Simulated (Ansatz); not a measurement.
BeSe, pressure series

Start from BeSe in the zinc blende structure (space group F-43m, No. 216).

```
BeSe
1.0
    0.00000     2.58885     2.58885
    2.58885     0.00000     2.58885
    2.58885     2.58885     0.00000
Se Be
1 1
Direct
  0.25000   0.25000   0.25000
  0.00000   0.00000   0.00000
```

Cell and atoms are relaxed at each pressure.

Calculations: PBE in Ansatz (plane waves to 420 eV, PAW, spin-orbit coupling left out).

| pressure (GPa) | volume per atom (Å³/atom) |
|---|---|
| -2 | 17.844 |
| -1 | 17.589 |
| 0 | 17.351 |
| 7 | 16.018 |
| 15 | 14.942 |
| 30 | 13.546 |
| 50 | 12.306 |
| 75 | ? |
| 100 | 10.464 |

Task: Fit the third-order Birch–Murnaghan form P(V) = (3B₀/2)[(V₀/V)^(7/3) − (V₀/V)^(5/3)]·[1 + (3/4)(B₀′ − 4)((V₀/V)^(2/3) − 1)] (squares taken in P) to the rows shown and predict the withheld row.

Result: Least squares on the printed values gives V₀ = 17.349 Å³/atom, B₀ = 75.6 GPa, B₀′ = 3.8; this predicts 11.240 Å³/atom, and the run gives 11.241 Å³/atom, in agreement.

Load acts through the strain it causes; cell and atoms are relaxed under it. Whether these cells are dynamically stable was not tested. No other phases were tried under pressure.

Ansatz is an electronic-structure program.
